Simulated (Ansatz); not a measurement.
MnV2O6 (space group C2/m, No. 12; ferromagnetic)

```cif
data_MnO6V2
_chemical_formula_sum 'Mn1 V2 O6'
_space_group_name_H-M_alt 'P 1'
_space_group_IT_number 1
_cell_length_a 4.94639
_cell_length_b 4.94639
_cell_length_c 6.56319
_cell_angle_alpha 111.715
_cell_angle_beta 111.715
_cell_angle_gamma 41.293
loop_
_space_group_symop_operation_xyz
  'x, y, z'
loop_
_atom_site_label
_atom_site_type_symbol
_atom_site_fract_x
_atom_site_fract_y
_atom_site_fract_z
_atom_site_occupancy
Mn1 Mn 0.00000 0.00000 0.50000 1
V1 V 0.18795 0.18795 0.14835 1
V2 V 0.81205 0.81205 0.85165 1
O1 O 0.34875 0.34875 0.39056 1
O2 O 0.65125 0.65125 0.60944 1
O3 O 0.03025 0.03025 0.21867 1
O4 O 0.96975 0.96975 0.78133 1
O5 O 0.30815 0.30815 0.93623 1
O6 O 0.69185 0.69185 0.06377 1
```

Computed with PBEsol (Ansatz, a program for electronic structure), no SOC. Settings: 10×10×6 k-points, 0.05 eV Fermi–Dirac smearing.

```yaml
volume_per_atom: 10.81 Å³
density: 4.31 g/cm³
band_gap: zero
magnetic_state: ferromagnetic
total_energy: -1445.422 eV/atom (σ→0; compares only within this code and set-up)
```

No phonon test of stability was made. No Hubbard U is applied and the magnetic state is the run's own (MnV2O6 ferromagnetic); small cells can't hold the antiferromagnetic order that many such compounds have, so gaps and moments can be off. Gaps under 0.05 eV, about the width of the smearing, are given as zero.
